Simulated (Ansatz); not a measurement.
The parent structure is SrTiO3 in the cubic perovskite structure (space group Pm-3m, No. 221; a = 3.854 Å). Axes: x, y, z lie along the cube axes.

Calculations: LDA (Ansatz, a program for electronic structure), no spin-orbit coupling.

Base values:

The band gap comes out as 1.85 eV and the pressure is 0.0 kbar.

Modification: biaxial strain −1.20 %, plane normal [001], relaxed out of plane (Cartesian); in-plane vectors clamped, the third vector and the atoms free.

Q: Estimate the effect on the band gap.

A: The band gap shrinks by 0.02 eV (1.85 eV → 1.83 eV).

Q: Predict the new out-of-plane strain.

A: The out-of-plane strain is +0.72 %.

Q: Estimate the effect on the energy relative to the base.

A: The energy increases by 4.6 meV/atom.

Q: Predict the new pressure.

A: The pressure (mean of the normal stresses, compression positive) goes from zero to 36.7 kbar.

Whether these cells are dynamically stable was not tested. All final runs are without spin polarisation. Many cubic perovskites are stable only at high temperature; tilts and polar distortions were not tested.
